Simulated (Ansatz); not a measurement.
Consider BN in the zinc blende structure (space group F-43m, No. 216; a = 3.6057 Å). Axes: x, y, z lie along the cube axes.

All numbers come from plane-wave PAW DFT at the PBEsol level (Ansatz, a first-principles code, 420 eV), no spin-orbit coupling.

Strains are applied to the cell and any free atomic positions relax; under biaxial strain the out-of-plane vector relaxes too.

One change was made to it. Results:

The shortest interatomic distance decreases by 0.0217 Å to 1.540 Å; the energy increases by 26 meV/atom.

### Question
Which change produced these results?
A. biaxial strain +1.78 %, plane normal [001], relaxed out of plane
B. biaxial strain −2.73 %, plane normal [001], relaxed out of plane
C. biaxial strain +1.84 %, plane normal [001], relaxed out of plane
D. isotropic strain −2.79 %

### Answer
B, biaxial strain −2.73 %, plane normal [001], relaxed out of plane. For comparison, the energy relative to the base in the other runs: biaxial strain +1.84 %, plane normal [001], relaxed out of plane gives +11 meV/atom; isotropic strain −2.79 % gives +53 meV/atom; biaxial strain +1.78 %, plane normal [001], relaxed out of plane gives +10 meV/atom.

Stability against distortions was not tested.
